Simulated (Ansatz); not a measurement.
**Worked example: self-consistent single point of CsPbBr₃ (Pm-3m, 5 atoms in the cell) in Ansatz (an electronic-structure program)**

Computed with LDA (PW92), default PAW files made with PBE (plane waves; Ansatz).

The input file:

Ansatz 0.2 input:
```yaml
crystal:
  lattice:
    - [5.840650, 0.000000, 0.000000]
    - [0.000000, 5.840650, 0.000000]
    - [0.000000, 0.000000, 5.840650]
  atoms:
    - { symbol: Cs, position: [0.000000, 0.000000, 0.000000] }
    - { symbol: Pb, position: [0.500000, 0.500000, 0.500000] }
    - { symbol: Br, position: [0.500000, 0.000000, 0.500000] }
    - { symbol: Br, position: [0.000000, 0.500000, 0.500000] }
    - { symbol: Br, position: [0.500000, 0.500000, 0.000000] }
basis:
  ecutwfc: 420.0
kpoints:
  mp_grid: { grid: [4, 4, 4] }
hamiltonian:
  xc: lda
  pseudopotentials: { kind: paw }
scf:
  occupations: { method: fermi_dirac, width: 0.01 }
output:
  forces: true
  eigenvalues: true
  stress: true
```

Output, abridged:

```
WARN ansatz: RAYON_NUM_THREADS=1 ignored (pool sized by the plan → 1); use --threads N
Pseudopotentials: kind: paw
Pseudopotential: Cs, paw, valence charge 9
Pseudopotential: Pb, paw, valence charge 14
Pseudopotential: Br, paw, valence charge 7
Crystal: 5 atoms, lattice volume = 199.243 Å³
Basis set: ecut = 420 eV, 3887 PW (Γ)
Bands: 27, of which v1, the nominal top of the filled ones, is band 22 counted from 1 (21 counted from 0)
Symmetry: 48 space group operations
Space group: Pm-3m (ITA 221), of the structure as read, at distance tolerance 5.8e-5 Å
k-points: 10 of 64
PAW frozen core: Cs, regenerated for the run's functional, and the local potential with it
PAW frozen core: Pb, regenerated for the run's functional, and the local potential with it
PAW frozen core: Br, regenerated for the run's functional, and the local potential with it
Initial density: superposition of atomic densities (neutral atoms: chi_scale 0, normalization atom), corrected by the library's trained network
Initial wavefunctions: pseudopotential atomic-orbital guess
Eigensolver: davidson
Functional: x = slater, c = lda
SCF iter   1: F=—  HF=-25194.901978 eV  |F-HF|=—  |Δ(HF+E_count)|=         —  Δρ=3.68e-3  dr2=1.76e-2  ethr=1.77e-3  ⟨swp⟩=8.7  Hψ=1499  notcnv=0
all-band conjugate gradients solve this SCF's bands
preconditioner: auto → Resta (q_TF=auto, 2.121 Å⁻¹)
SCF iter   2: F=—  HF=-25194.898424 eV  |F-HF|=—  |Δ(HF+E_count)|=   3.55e-3  Δρ=1.92e-3  dr2=5.21e-3  ethr=4.00e-5  ⟨swp⟩=2.9  Hψ=588  notcnv=0  defer=10
SCF iter   3: F=—  HF=-25194.897254 eV  |F-HF|=—  |Δ(HF+E_count)|=   1.17e-3  Δρ=1.97e-4  dr2=8.91e-5  ethr=1.18e-5  ⟨swp⟩=3.0  Hψ=511  notcnv=0  defer=10
SCF iter   4: F=—  HF=-25194.897264 eV  |F-HF|=—  |Δ(HF+E_count)|=   1.00e-5  Δρ=5.53e-5  dr2=7.70e-6  ethr=2.03e-7  ⟨swp⟩=2.1  Hψ=475  notcnv=0  defer=10
SCF iter   5: F=—  HF=-25194.897264 eV  |F-HF|=—  |Δ(HF+E_count)|=   8.79e-7  Δρ=1.63e-5  dr2=7.39e-7  ethr=1.75e-8  ⟨swp⟩=2.0  Hψ=454  notcnv=0  defer=10
SCF iter   6: F=-25194.897264 eV  HF=-25194.897264 eV  |F-HF|=1.75e-8  |Δ(HF+E_count)|=   1.12e-7  Δρ=3.60e-6  dr2=5.06e-8  ethr=2.27e-10  ⟨swp⟩=10.5  Hψ=1387  notcnv=0
SCF 1 converged in 6 iterations: F = -25194.897264 eV  dr2 = 5.06e-8
SCF converged after 6 iterations
Free energy (F): -25194.897264 eV
Harris-Foulkes:  -25194.897264 eV  (|F-HF|=1.75e-8)
Internal energy: -25194.897264 eV  (E = F + TS)
E sigma→0 (E₀):  -25194.897264 eV
Fermi energy:    4.341873 eV
--- Per-component energies (eV) ---
  E_band       = -247.914046
  E_kinetic    = 831.621402
  E_local      = -2653.400150  (includes V_loc(G=0)·N_el)
  E_nonlocal   = 602.146233
  E_hartree    = 969.328241
  E_xc         = -1176.363302
  E_vxc        = -575.466911  (∫ρ·V_xc dr)
  E_paw        = -21484.875602  (= ΣΔE_a)
  E_vpaw       = -391.477829  (= ΣTr[D̂ρ^β])
  E_aug_tail   = 0.000043  (compensation charges beyond the density's cutoff)
  E_ewald      = -2284.166505
  E_core_change = 0.812377  (= ΣΔE_core)
  E_smearing   = -0.000000  (= −TS)
  E_closure    = 0.000000  (closes the sum)
  Σ components = -25194.897264   (vs F -25194.897264, Δ=0.00e0)
--- Forces (eV/Å), atoms counted from 1 ---
  atom   1  Cs     0.00000000     0.00000000     0.00000000
   [... zero for the other atoms too ...]
  max |Σ_I F_I| component: 1.55e-28 eV/Å
--- Stress (GPa, compression-positive) ---
       -0.731933      -0.000000       0.000000
       -0.000000      -0.731933      -0.000000
        0.000000      -0.000000      -0.731933
  P = ⅓ Tr σ = -0.7319 GPa (-7.319 kbar)
  The stress holds the Pulay correction. Without it, at fixed plane waves, as pw.x and ABINIT print it: P = -0.7483 GPa
--- Band table (eV; the first three rows and the last of 10) ---
  k-point 0: bands = ["-17.8010", "-13.1746", "-13.1746", "-12.9806", "-12.9806", "-12.9806", "-11.2778", "-10.4991", "-10.4991", "-4.5305", "-4.5305", "-4.5305", "-3.4601", "-0.8022", "-0.8022", "-0.8022", "1.4676", "1.4676", "1.4676", "1.5966", [...]
  k-point 1: bands = ["-17.8004", "-13.1746", "-13.1383", "-12.9812", "-12.9812", "-12.9806", "-11.2046", "-10.6381", "-10.4981", "-4.5235", "-4.5227", "-4.5227", "-3.9226", "-0.7571", "-0.7571", "0.1626", "1.3913", "1.3958", "1.3958", "1.5313", [...]
  k-point 2: bands = ["-17.7998", "-13.1745", "-13.1009", "-12.9818", "-12.9818", "-12.9806", "-11.0457", "-10.8644", "-10.4971", "-4.5167", "-4.5148", "-4.5148", "-4.2370", "-0.7090", "-0.7090", "0.7484", "1.3135", "1.3135", "1.3191", "1.4762", [...]
  k-point 9: bands = ["-17.7978", "-13.0546", "-13.0546", "-12.9830", "-12.9830", "-12.9830", "-10.8607", "-10.8607", "-10.8607", "-5.5264", "-4.5714", "-4.5714", "-4.5714", "0.7220", "0.7220", "0.7220", "1.3786", "1.3786", "1.9857", "1.9857", [...]
```

The run converged in 6 iterations.

The starting cell has typed, rounded lattice constants, without a prior relaxation at this level. Its lattice was rescaled by up to half a per cent. Spin-orbit coupling is off. Ansatz's pressure includes its estimate of the finite-basis (Pulay) stress.
